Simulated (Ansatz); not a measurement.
Terminations of the (100) surface of fcc Ag, measured from the surface 'clean 1x1'. Atoms come from or go to: Ag: fcc Ag, Al: fcc Al, Au: fcc Au, Co: hcp Co, ferromagnetic, Fe: bcc Fe, ferromagnetic, Ga: alpha gallium, Ir: fcc Ir, Mg: hcp Mg, Pt: fcc Pt, Ru: hcp Ru, Si: silicon, Zr: hcp Zr. ΔE is the energy of forming the row's surface from that one (negative: more stable at these reservoirs); the vacuum level's shift is aligned on the shared bottom. No zero-point or thermal terms. These are constructed structures in small cells; real faces may alloy, dewet or reconstruct in larger ones, and not all known structures of the face are among them. Slabs of about 10 Å with all that they carry, Fermi-Dirac smearing of 0.1 eV. Bottom of the slabs: a bare face, its two planes held. Relaxed from the named starts with such symmetry as they have, on meshes of like density; energies extrapolated to zero smearing; no spin-orbit coupling, no U. Spin-polarised runs, if any, are marked in brackets, and their order is one that fits the cell; the others ran without spin. A dash marks a value that is undefined for that row (no clear gap, or no work function of a gapped slab) or was not read reliably on its mesh.

Computed with PBE (plane waves to 420 eV, PAW; Ansatz, an electronic-structure program).

```tsv
surface	atoms added per 1x1	ΔE per 1x1 (eV)	shift of the vacuum level (eV)	work function (eV)
a pseudomorphic layer of Au in the host's stacking	+1 Au	-0.09	0.73	5.00
one row in 4 of the top plane missing	-0.25 Ag	0.06	-0.07	4.19
a layer of Fe in place of the second plane [spin, 3.0 μB a cell]	-1 Ag, +1 Fe	___	-0.04	4.19
a layer of Co in place of the second plane [spin, 1.7 μB a cell]	-1 Ag, +1 Co	1.10	0.02	4.29
a pseudomorphic layer of Al in the host's stacking	+1 Al	___	0.24	4.50
a pseudomorphic layer of Pt in the host's stacking	+1 Pt	0.66	1.44	5.71
a layer of Ru in place of the second plane	-1 Ag, +1 Ru	1.70	-0.03	4.27
a pseudomorphic layer of Mg in the host's stacking	+1 Mg	___	-0.47	3.77
a layer of Zr in place of the second plane	-1 Ag, +1 Zr	___	-0.52	3.68
a pseudomorphic layer of Ga in the host's stacking	+1 Ga	-0.10	0.13	4.39
a pseudomorphic layer of Ir in the host's stacking	+1 Ir	___	1.43	5.69
a pseudomorphic layer of Si in the host's stacking	+1 Si	0.63	0.70	4.97
```

Q: Fill in the missing entries.

A: 
- a layer of Fe in place of the second plane [spin, 3.0 μB a cell], ΔE per 1x1 (eV): 0.96
- a pseudomorphic layer of Al in the host's stacking, ΔE per 1x1 (eV): 0.15
- a pseudomorphic layer of Mg in the host's stacking, ΔE per 1x1 (eV): -0.18
- a layer of Zr in place of the second plane, ΔE per 1x1 (eV): -0.03
- a pseudomorphic layer of Ir in the host's stacking, ΔE per 1x1 (eV): 2.09
